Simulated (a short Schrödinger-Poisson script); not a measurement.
Solved with a short Schrödinger-Poisson script written for these runs: 1D Poisson equation in equilibrium, electrons quantum, Hartree (BenDaniel-Duke, 40 states a valley, the channel's in-plane mass for all, wave functions free to enter the barrier), parabolic valleys, classical holes, full ionisation, no traps, pinning or gate leakage.

System: gated Al0.3Ga0.7As/GaAs δ-doped gas in a quantum well, at 300 K.

From the gate side: 30 nm Al0.3Ga0.7As; 5 nm Al0.3Ga0.7As; 16 nm GaAs; 4000 nm Al0.3Ga0.7As, acceptors 7e15 cm⁻³.

The device is made up for the run: typed textbook-type constants, with dimensions and the other settings drawn at random. Al0.3Ga0.7As: permittivity 12.05, conduction-band edge (eV) 0.237, gap (eV) 1.798, electron mass (mₑ) 0.0919, Nv at 300 K (cm⁻³) 9e18. GaAs: permittivity 12.9, conduction-band edge (eV) 0, gap (eV) 1.424, Nv at 300 K (cm⁻³) 9e18.

Channel valleys (confinement mass, in-plane density-of-states mass, number): Γ 0.067, 0.067, 1. At the gate the conduction-band edge of layer 1 lies 0.99 eV − eVg above the Fermi level of the channel; the field vanishes at the back. Sheet of ionised δ-doping: +2.5e12 e/cm² at 30 nm from the gate. The barrier under the gate holds no holes. Gaps are held at their typed values at every temperature. Mesh 0.08 nm at interfaces.

Task: Give the sheet density of all electrons at Vg = 0.5 V (cm⁻²); the sheet density of all electrons at Vg = 0 V (cm⁻²); the lowest subband against the Fermi level at Vg = 0.5 V (meV).

Result: sheet density of all electrons at Vg = 0.5 V (cm⁻²): 1.11e12; sheet density of all electrons at Vg = 0 V (cm⁻²): 2.91e11; lowest subband against the Fermi level at Vg = 0.5 V (meV): -23.5.
